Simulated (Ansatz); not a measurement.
```yaml
crystal:
  lattice:
    - [12.50000, 0.00000, 0.00000]
    - [0.00000, 11.00000, 0.00000]
    - [0.00000, 0.00000, 2.49554]
  atoms:
    - { symbol: Ga, position: [0.40133, 0.50000, 0.00000] }
    - { symbol: Ga, position: [0.59867, 0.50000, 0.50000] }
```

These are PBE (plane waves to 420 eV, PAW; Ansatz, a quantum-chemistry and plane-wave program) values and carry that method's errors. Mesh 1×1×68. No spin polarisation, so a magnetic state wasn't tested. Periodic along z alone, with about 11 Å of vacuum beside it. A model structure. Symmetry and one short period hold its shape; lower forms weren't sought. Pairing along the axis, which can open a gap, is among the distortions not tried.

Task: Say what this body is, and give its properties.

Result: Free zigzag chain of Ga atoms. A hypothetical model.
| Property | Result |
|---|---|
| PBE gap | none (under 0.01 eV) |
| crossings of the Fermi level between Γ and the zone edge (49 points) | 4, each for both spins (ideal conductance 4 × 2e²/h) |
| work function (PBE) | 4.30 eV |
